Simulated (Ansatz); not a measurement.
# HfO2: pressure series

The parent structure is HfO$_{2}$ in the fluorite structure (space group Fm-3m, No. 225; a = 5.0585 Å).

Cell and atoms are relaxed at each pressure.

Computed with r2SCAN (Ansatz, a program for electronic structure), no spin-orbit coupling.

```
P (GPa)  V (Å³/atom)
-------  -----------
-2.00         10.868
-1.00         10.827
2.99          10.670
7.01          10.524
15.02         10.261
30.00          9.843
50.00          9.391
75.00          8.940
100.00         8.573
```

A third-order Birch–Murnaghan fit to these points gives V₀ = 10.79 Å³/atom, B₀ = 272 GPa and B₀′ = 4.1. At pressure 100 GPa the volume is 79.5 % of V₀.

Between the base and pressure 30 GPa the gap moves from 4.30 eV to 4.54 eV, a mean slope of 8.0 meV/GPa.

With Hf present, leaving out spin-orbit coupling can change the band edges. Load acts through the strain it causes; cell and atoms are relaxed under it. Whether these cells are dynamically stable was not tested. No other phases were tried under pressure. This is not the structure that HfO2 has at room temperature and ambient pressure.
